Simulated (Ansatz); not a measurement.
Surface energy of faces of hcp Zr in PBE and in r2SCAN, in Ansatz (plane waves, PAW). Symmetric slabs relaxed with PBE from ideal cuts in 1x1 cells (the lowest computed cut and spin start of each face; real faces may reconstruct in larger cells); r2SCAN values are single points on them, with the bulk at the same level. No spin-orbit coupling, no U.

```tsv
face	PBE (J/m²)	r2SCAN (J/m²)
(0001)	1.59	1.76
(10-10)	1.67	1.82
(10-11)	1.59	1.73
(10-12)	1.76	1.91
(11-20)	1.68	1.77
(11-21)	1.74	1.85
(11-22)	1.73	1.88
(20-21)	1.65	?
(21-30)	1.70	1.82
```

Task: Fit a straight line y = a·x + b by least squares to the 8 complete rows (x: PBE (J/m²); y: r2SCAN (J/m²)).

Result: the means are x̄ = 1.6825 and ȳ = 1.8175; Σ(x − x̄)² = 0.029150 and Σ(x − x̄)(y − ȳ) = 0.025550, so a = 0.877 and b = ȳ − a·x̄ = 0.343. The largest residual is 0.045.

Task: What does the line predict for the withheld row, (20-21), and what did the calculation give?

Result: the line gives 1.79; the calculation gave 1.79, a miss of 0.00, of the size of the fitted rows' scatter and rounding.

Ansatz is a quantum-chemistry and plane-wave program.
